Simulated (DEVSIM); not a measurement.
Device: Co/SiO2/n-Ge capacitor, at 300 K.

```
layer (left to right)  material  thickness (nm)  Nd (cm⁻³)
---------------------  --------  --------------  ---------
1                          SiO2            12.0          -
2                            Ge           16000     1.3e15
```

Metal gate on the left, work function 5 eV. Fixed charge at the semiconductor interface 1.8e10 cm⁻² (in units of +e); no interface traps.

This is a model device: material constants are rounded textbook-type values typed into the input, and sizes, dopings and lifetimes were drawn at random. Values at 300 K.

```csv
parameter,SiO2,Ge
gap (eV),9,0.664
affinity (eV),0.9,4
permittivity,3.9,16
Nc (cm⁻³),-,1.04e19
Nv (cm⁻³),-,6e18
```

Simulated with DEVSIM: 1D Poisson equation in equilibrium, Boltzmann statistics, complete ionisation; no quantum confinement or tunnelling. Metal contacts follow the ideal Schottky-Mott rule: no Fermi-level pinning, no interface dipoles.

The fixed charge was swept, all else fixed.

| fixed charge (cm^-2) | threshold voltage (band bending 2φF) (V) | flat-band voltage (V) |
|---|---|---|
| -3.72e11 | 0.72 | 0.97 |
| -1.77e11 | 0.61 | 0.87 |
| 1.8e10 | 0.51 | 0.76 |
| 2.13e11 | … | 0.65 |
| 4.08e11 | 0.29 | 0.54 |

### Question
Complete the blanks.

### Answer

- 2.13e11, threshold voltage (band bending 2φF) (V): 0.40
